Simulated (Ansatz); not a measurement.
# Response to strain in TiC

Start from TiC in the rock salt structure (space group Fm-3m, No. 225; a = 4.328 Å; relaxed with 0.1 eV smearing). Axes: x, y, z lie along the cube axes.

Strains are applied to the cell and any free atomic positions relax; under biaxial strain the out-of-plane vector relaxes too.

Level of theory: r2SCAN (Ansatz, a first-principles code), without spin-orbit coupling.

Candidates:
(a) strain tensor (xx, yy, zz, yz, xz, xy) = (−1.50, −0.19, +0.27, +0.28, −0.88, +1.38) %
(b) uniaxial strain ε_xx = −4.88 %
(c) uniaxial strain ε_zz = −2.78 %
(d) isotropic strain −0.80 %
(e) biaxial strain +4.44 %, plane normal [111], relaxed out of plane

Notes on the quantities. energy relative to the base: free energy F.

Order them by energy relative to the base, lowest first.

(d) isotropic strain −0.80 % (+4.9 meV/atom), (a) strain tensor (xx, yy, zz, yz, xz, xy) = (−1.50, −0.19, +0.27, +0.28, −0.88, +1.38) % (+11 meV/atom), (c) uniaxial strain ε_zz = −2.78 % (+14 meV/atom), (b) uniaxial strain ε_xx = −4.88 % (+48 meV/atom), (e) biaxial strain +4.44 %, plane normal [111], relaxed out of plane (+66 meV/atom)

No phonon test of stability was made. The final runs are not spin-polarised.
